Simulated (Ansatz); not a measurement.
Given:

```
LiNbO3
1.0
    2.45443     1.41707     4.42229
   -2.45443     1.41707     4.42229
    0.00000    -2.83413     4.42229
Li Nb O
2 2 6
Direct
  0.69767   0.69767   0.69767
  0.19767   0.19767   0.19767
  0.98402   0.98402   0.98402
  0.48402   0.48402   0.48402
  0.59595   0.89584   0.27623
  0.89584   0.27623   0.59595
  0.27623   0.59595   0.89584
  0.77623   0.39584   0.09595
  0.39584   0.09595   0.77623
  0.09595   0.77623   0.39584
```

No spin polarisation.

Level of theory: r2SCAN (Ansatz, a program for electronic structure, PAW, no SOC). k-mesh 8×8×8 (Γ-centred); smearing 0.05 eV (Fermi–Dirac).

Question: What is the computed space group?

Answer: R3c (No. 161).

Question: What is the computed pressure (mean of the normal stresses, compression positive)?

Answer: 21.67 GPa.

The cells carry an imposed strain or load. Whether these cells are dynamically stable was not tested. The cell was made from LiNbO3 (space group R3c, No. 161) by this change: isotropic strain −4.45 %.
